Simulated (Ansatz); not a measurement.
## Electron-phonon data for LaPt$_{3}$Si (P4mm)

Here is the system:

```xyz
5
Lattice="4.0922 0.0000 0.0000 0.0000 4.0922 0.0000 0.0000 0.0000 5.4587" Properties=species:S:1:pos:R:3 pbc="T T T"
La     2.0461     2.0461     3.7824
Si     0.0000     0.0000     5.2996
Pt     2.0461     0.0000     1.0799
Pt     0.0000     2.0461     1.0799
Pt     0.0000     0.0000     2.9956
```

Computed with PBEsol, DFPT electron-phonon coupling, linearised Boltzmann equation (plane waves, PAW, scalar-relativistic; Ansatz, an electronic-structure program). Cell: relaxed with this functional, without spin-orbit coupling.

```
Quantity                                     Value
--------------------  ----------------------------
resistivity at 300 K  39 (x), 39 (y), 23 (z) μΩ·cm
Drude plasma energy   3.9 (x), 3.9 (y), 5.1 (z) eV
```

A metal at this level (no band gap). Only scattering by harmonic phonons is included (no impurities, grain boundaries, electron-electron scattering or thermal expansion). Spin-orbit coupling is left out, which matters with elements this heavy. Halving the electron mesh (20x20x16) moves the resistivity by up to 11 % at 300 K. Smearing 0.20 eV; phonons on a 4x4x3 q mesh, which this run doesn't test and which matters most at low temperature.

Computed structure with no diffraction record at hand here (it may be known, metastable or hypothetical): LaPt3Si (P4mm).
